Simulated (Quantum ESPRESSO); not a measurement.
A working Quantum ESPRESSO input for TePt (P1, 4 atoms in the cell) (DFT, LDA (PZ), plane waves, GBRV 1.5 ultrasoft (LDA) pseudopotentials):

```fortran
&control
    calculation = 'scf',
    prefix = 'pwscf',
    outdir = './tmp',
    pseudo_dir = './',
    verbosity = 'high',
    tprnfor = .true.,
    tstress = .true.,
/
&system
    ibrav = 0,
    nat = 4,
    ntyp = 2,
    ecutwfc = 40,
    ecutrho = 320,
    occupations = 'smearing',
    smearing = 'fd',
    degauss = 0.0073499,
/
&electrons
    conv_thr = 1.0d-9,
/
ATOMIC_SPECIES
Te   127.6000  te_lda_v1.uspp.F.UPF
Pt   195.0840  pt_lda_v1.4.uspp.F.UPF
ATOMIC_POSITIONS crystal
Te    0.899975000    0.904115000    0.909820000
Te    0.086970000    0.096846000    0.102486000
Pt    0.635967000    0.624971000    0.630533000
Pt    0.377087000    0.374068000    0.357161000
K_POINTS automatic
5 5 5  0 0 0
CELL_PARAMETERS angstrom
   1.986905000     1.147140000     6.922743000
  -1.986905000     1.147140000     6.922743000
   0.000000000    -2.294280000     6.922743000
```

The run converged in 12 iterations: free energy E − TS -6459.5821 eV; Fermi level (on the code's own zero) 11.21 eV; pressure -3.86 GPa; largest force (vector length) 0.844 eV/Å. Each of these slips is then made, one at a time:

(1)
```diff
-    conv_thr = 1.0d-9,
+    conv_th = 1.0d-9,
```

(2)
```diff
-Te   127.6000  te_lda_v1.uspp.F.UPF
+Te   127.6000  te_pbe_v1.uspp.F.UPF
```

(3)
```diff
-Pt   195.0840  pt_lda_v1.4.uspp.F.UPF
+Pt   195.0840  Pt.pbe.UPF
```

### Question
Predict the outcome of each change.

### Answer

(1) A keyword that the program does not know. The program stopped before any SCF iteration.
```
Error in routine  read_namelists (1):
bad line in namelist &electrons: "    conv_th = 1.0d-9," (error could be in the previous line)
```

(2) Potentials made for another functional. The program stopped before any SCF iteration.
```
Error in routine set_dft_from_name (3):
conflicting values for icorr
```

(3) A potential or basis that cannot be found. The program stopped before any SCF iteration.
```
Error in routine readpp (1):
file ./Pt.pbe.UPF not found
```

The starting cell comes from a database of computed structures (which also holds hypothetical and non-ambient phases and stackings), without a prior relaxation at this level. Its atoms were displaced at random from the sites of space group no. 166. Spin polarisation is off. In the base run, with a pressure of about -4 GPa the cell is away from its equilibrium volume at this level.

Left out of this page: 3 runs of the series outside the window shown, repeating another row's setting, or not comparable.
